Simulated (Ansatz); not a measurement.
**Point defect Cu vacancy + O interstitial in fcc Cu**

These are PBE, PAW (plane waves to 420 eV; Ansatz, a quantum-chemistry and plane-wave program) values and carry that method's errors. Details: 32-site cell; 6×6×6 shifted k-points; start: the Cu site; off centre in the vacancy; no Hubbard U; not converged in cell size; the relaxation kept the symmetry of the starting site; relaxed from one start, so a lower configuration may exist.

Neighbours after relaxation, in Å: of the emptied site: O 0.91; of the O atom: Cu 2.05, Cu 2.05, Cu 2.05, Cu 2.05.

Formation energies E_f are those of the neutral cell. Chemical conditions: impurity bounded by its compound with the host (Δμ(Cu) = 0.00 eV, Δμ(O) = -1.18 eV, bounded by cuprite; only phases computed here count, gases as isolated molecules at 0 K). Reference phases: Cu: fcc Cu, O: O2 molecule in a box.

```csv
charge,moment (μB),point group,largest move off a lattice site (Å),"E_f, impurity bounded by its compound with the host (eV)"
0,not spin-polarised,C4v,0.06,1.71
```

Point groups are those of the whole cell at tolerances of 0.03 and 0.1 Å ("near" where only the looser one holds); none is given for unsettled states.
